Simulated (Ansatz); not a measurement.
Worked calculations on one periodic cell of amorphous Si₂₄O₄₉Zn: Si24O49Zn, 74 atoms, volume 1112.9 Å³, made by a melt-quench on the CHGNet potential and relaxed with DFT. O atoms were pushed apart under 1.9 Å during the dynamics, to hinder bonds among them. It is a model cell: composition and starting density were chosen by hand, and all elements were melted together. Cycles of charging were run to anneal it. Level of theory: PBE, scalar-relativistic without spin-orbit coupling (plane waves to 420 eV, PAW; Ansatz, a first-principles code). Sampling: a 2×2×2 Γ-centred mesh; Fermi-Dirac width 0.02 eV; no spin polarisation. Its volume was held where the quench left it, its shape was held as a cube, and it stands at a mean pressure of 1.2 GPa with stress components up to 2.3 GPa; the relaxation ran on the zone centre alone. Its density went from a set 2.27 to 2.27 g/cm³. The cell is small and was quenched far faster than a real film, so it is one sample of the glass.

### Question
Count formal charges (Si +4, O -2, Zn +2). What does the count lead one to expect at the Fermi level, and what does the calculation give?

### Answer
24 × (+4) + 49 × (-2) + 1 × (+2) = 0. The charges balance, so the anion-derived valence states can be full and a gap can open. On this mesh the highest filled and lowest empty level lie 4.78 eV apart, the PBE gap of this cell, with a localised state at one edge or both.

Four energies for an added electron at PBE on the zone centre alone (charged cells in a uniform background, spin-polarised): neutral at the neutral geometry -46456.921 eV; charged at the neutral geometry -46450.819 eV; charged and relaxed -46451.501 eV; neutral at the charged geometry -46455.807 eV.

### Question
Find the two relaxation energies and their sum, the reorganisation energy.

### Answer
On charging: -46450.819 − (-46451.501) = 0.682 eV. On discharging: -46455.807 − (-46456.921) = 1.114 eV. The sum is 1.796 eV. The carrier's level spreads over 3 of the 74 atoms' worth, so it counts as localised, most on one Zn atom with neighbours O 1.76 Å, O 1.79 Å (neutral geometry). The values are uncorrected: the image energy of a point charge in this cell, 2.84 × 14.40 / (2 × 10.4) = 2.0 eV before screening, is screened by electrons alone at the fixed geometry and by ions too after relaxing, and the carrier can be spread before it relaxes, so each term can be off by up to that value times 1/ε∞, some tenths of an eV. PBE's self-interaction favours spread-out carriers, so a hybrid can localise more.

Four energies for a hole at PBE on the zone centre alone (charged cells in a uniform background, spin-polarised): neutral at the neutral geometry -46456.921 eV; charged at the neutral geometry -46457.879 eV; charged and relaxed -46458.192 eV; neutral at the charged geometry -46456.493 eV.

### Question
Find the two relaxation energies and their sum, the reorganisation energy.

### Answer
On charging: -46457.879 − (-46458.192) = 0.313 eV. On discharging: -46456.493 − (-46456.921) = 0.428 eV. The sum is 0.741 eV. The carrier's level spreads over 6 of the 74 atoms' worth, so it counts as localised, most on one O atom with neighbours Si 1.61 Å, Zn 1.76 Å (neutral geometry). The values are uncorrected: the image energy of a point charge in this cell, 2.84 × 14.40 / (2 × 10.4) = 2.0 eV before screening, is screened by electrons alone at the fixed geometry and by ions too after relaxing, and the carrier can be spread before it relaxes, so each term can be off by up to that value times 1/ε∞, some tenths of an eV. PBE's self-interaction favours spread-out carriers, so a hybrid can localise more.
